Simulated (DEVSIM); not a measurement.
## Schottky contact on n-type Si

Structure: Schottky contact on n-type Si, at 300 K.

```tsv
layer (left to right)	material	thickness (μm)	Nd (cm⁻³)	τn (s)	τp (s)
1	Si	1.10	1.2e16	2.5e-7	2.5e-7
```

Left contact: Schottky, work function 4.69 eV, emission velocity 5.4e6 cm/s. Right contact: ohmic. Voltage is applied to the left contact. Recombination: SRH at mid-gap. Mobility is μmin + (μ − μmin)/(1 + (N/Nref)^α).

This is a model device: material constants are rounded textbook-type values typed into the input, and sizes, dopings and lifetimes were drawn at random. Values at 300 K.

| parameter | Si |
|---|---|
| gap (eV) | 1.124 |
| affinity (eV) | 4.05 |
| permittivity | 11.7 |
| Nc (cm⁻³) | 2.86e19 |
| Nv (cm⁻³) | 3.1e19 |
| μn (cm²/Vs) | 1417 |
| μp (cm²/Vs) | 470 |
| μn,min | 52 |
| μp,min | 45 |
| Nref,n | 9.7e16 |
| Nref,p | 2.2e17 |
| αn | 0.68 |
| αp | 0.72 |

Simulated with DEVSIM: 1D drift-diffusion, Boltzmann statistics, complete ionisation; no tunnelling, impact ionisation, image-force lowering or self-heating. Metal contacts follow the ideal Schottky-Mott rule: no Fermi-level pinning, no interface dipoles.

The potential step across the device at zero bias is 0.439 V and the largest field in the device at zero bias is 39000 V/cm. The dark forward voltage at 1 A/cm² is 0.204 V. The dark forward voltage at 100 A/cm² is 0.332 V.

Dark forward current:

(V (V), J (A/cm²)): (0.05, 0.0023); (0.10, 0.018); (0.15, 0.12); (0.20, 0.85); (0.25, 5.7); (0.30, 36); (0.35, 180); (0.40, 560); (0.45, 1200); (0.50, 1900); (0.55, 2800)

Dark reverse current:

```tsv
V (V)	J (A/cm²)
-0.20	-0.00040
-0.50	-0.00041
-1.00	-0.00041
-1.50	-0.00042
-2.00	-0.00042
-3.00	-0.00042
-4.00	-0.00042
-5.00	-0.00042
-6.50	-0.00043
-8.00	-0.00043
-10.00	-0.00043
```
